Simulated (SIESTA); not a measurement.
Input and output of a self-consistent single point for HfPd2 (I4mm, 3 atoms in the cell) (SIESTA).

Computed with GGA PBEsol, numerical atomic orbitals TZP, PseudoDojo PBEsol standard norm-conserving potentials (rewritten from UPF to PSML) run with SIESTA.

The change in words: lattice scaled by 0.98; kgrid.MonkhorstPack: 6 6 6 → 7 7 7; ElectronicTemperature: 1160.45 K → 580.23 K. Reference geometry:
```yaml
crystal:
  lattice:
    - [-1.69453, 1.69453, 4.34401]
    - [1.69453, -1.69453, 4.34401]
    - [1.69453, 1.69453, -4.34401]
  atoms:
    - { symbol: Hf, position: [0.00575, 0.00575, 0.00000] }
    - { symbol: Pd, position: [0.33903, 0.33903, 0.00000] }
    - { symbol: Pd, position: [0.66097, 0.66097, 0.00000] }
```

Reference input (self-consistent single point, DFT, GGA PBEsol, numerical atomic orbitals TZP, PseudoDojo PBEsol standard norm-conserving potentials (rewritten from UPF to PSML)): XC.functional = GGA; XC.authors = PBEsol; potentials = PseudoDojo PBEsol standard; PAO.BasisSize = TZP; PAO.EnergyShift = 0.005 Ry; MeshCutoff = 400 Ry; kgrid.MonkhorstPack = 6 6 6; OccupationFunction = FD; ElectronicTemperature = 1160.45 K; MaxSCFIterations = 150; SCF.Mixer.Method = Broyden; SCF.Mixer.Weight = 0.1. This run's input differs from it in these lines:

```diff
@@ -12,5 +12,5 @@
 %block LatticeVectors
-    -1.694531000    1.694531000    4.344014000
-     1.694531000   -1.694531000    4.344014000
-     1.694531000    1.694531000   -4.344014000
+    -1.660640000    1.660640000    4.257134000
+     1.660640000   -1.660640000    4.257134000
+     1.660640000    1.660640000   -4.257134000
 %endblock LatticeVectors
@@ -18,5 +18,5 @@
 %block AtomicCoordinatesAndAtomicSpecies
-     0.000000000   -0.000000000    0.049999601  1
-     0.000000000   -0.000000000    2.945502133  2
-    -0.000000000    0.000000000    5.742525867  2
+    -0.000000000    0.000000000    0.048999612  1
+    -0.000000000    0.000000000    2.886592280  2
+    -0.000000000    0.000000000    5.627675720  2
 %endblock AtomicCoordinatesAndAtomicSpecies
@@ -29,8 +29,8 @@
 %block kgrid.MonkhorstPack
-    6   0   0  0.0
-    0   6   0  0.0
-    0   0   6  0.0
+    7   0   0  0.0
+    0   7   0  0.0
+    0   0   7  0.0
 %endblock kgrid.MonkhorstPack
 OccupationFunction           FD
-ElectronicTemperature        1160.45 K
+ElectronicTemperature        580.23 K
```

The program printed (abridged):

```
        iscf     Eharris(eV)        E_KS(eV)     FreeEng(eV)     dDmax    Ef(eV) dHmax(eV)
   scf:    1    -8839.778649    -8871.740917    -8871.751554  1.307280 -5.356659  8.486188
   scf:    2    -8874.753478    -8873.400945    -8873.411599  0.061428 -5.360325  6.003240
   scf:    3    -8874.509334    -8874.435075    -8874.452774  0.099435 -5.392130  1.449010
   scf:    4    -8872.876835    -8873.981758    -8873.995672  0.134903 -5.552575  3.067565
   scf:    5    -8874.775783    -8874.452607    -8874.469582  0.038621 -5.575815  1.237627
   [... 4 lines left out ...]
   scf:   10    -8874.559730    -8874.559100    -8874.577605  0.001533 -5.581942  0.044231
   scf:   11    -8874.559335    -8874.559262    -8874.577719  0.000961 -5.582023  0.000682
   scf:   12    -8874.559269    -8874.559266    -8874.577719  0.000134 -5.582141  0.003405
   scf:   13    -8874.559260    -8874.559263    -8874.577719  0.000051 -5.582179  0.000667
SCF Convergence by DM+H criterion
max |DM_out - DM_in|         :     0.0000514602
max |H_out - H_in|      (eV) :     0.0006668657
SCF cycle converged after 13 iterations

Using DM_out to compute the final energy and forces

siesta: E_KS(eV) =            -8874.5593

siesta: E_KS - E_eggbox =     -8874.5593

siesta: Atomic forces (eV/Ang):
     1    0.000403    0.000403   -0.513473
     2   -0.000278   -0.000278   -0.069792
     3    0.000251    0.000251    0.583711
   Tot    0.000375    0.000375    0.000446
   Max    0.583711
   Res    0.260181    sqrt( Sum f_i^2 / 3N )
   Max    0.583711    constrained

Stress tensor Voigt[x,y,z,yz,xz,xy] (kbar):      -98.48      -98.48      -98.13        1.59        1.59       -0.26
(Free)E + p*V (eV/cell)    -8871.6947
Target enthalpy (eV/cell)    -8874.5777

   [... lines left out ...]
siesta: FreeEng =     -8874.577719
siesta: Cell volume =         46.960023 Ang**3
siesta:          98.36112416         63.59450141  kBar
   [... lines left out ...]
              0.373   0.306   1.812   1.794   1.837   1.794   1.645   0.017

              0.058   0.094   0.058   0.118   0.000  -0.044  -0.098  -0.044

              0.025

mulliken: Qtot =       48.000

Mulliken Atomic Populations:
Atom #   charge [q] valence [e]  Species
     1     0.881236   11.118764  Hf
     2    -0.430413   18.430413  Pd
     3    -0.450823   18.450823  Pd
 Total     0.000000
```

The run converged in 13 iterations. Against the reference run the free energy goes up by 33.6 meV/atom, the pressure goes from -2.57 to 9.84 GPa and the largest force goes from 0.392 to 0.584 eV/Å.

The starting cell comes from a database of computed structures (which also holds hypothetical and non-ambient phases and stackings), without a prior relaxation at this level. Its lattice was rescaled by up to half a per cent. One atom was moved a little off its site on purpose. For this run, on top of that: lattice scaled by 0.98. Spin polarisation is off. Values carry the incompleteness of an atom-centred basis. With a pressure of about 10 GPa the cell is away from its equilibrium volume at this level.

Cost on one core of a shared machine: roughly 2 min.
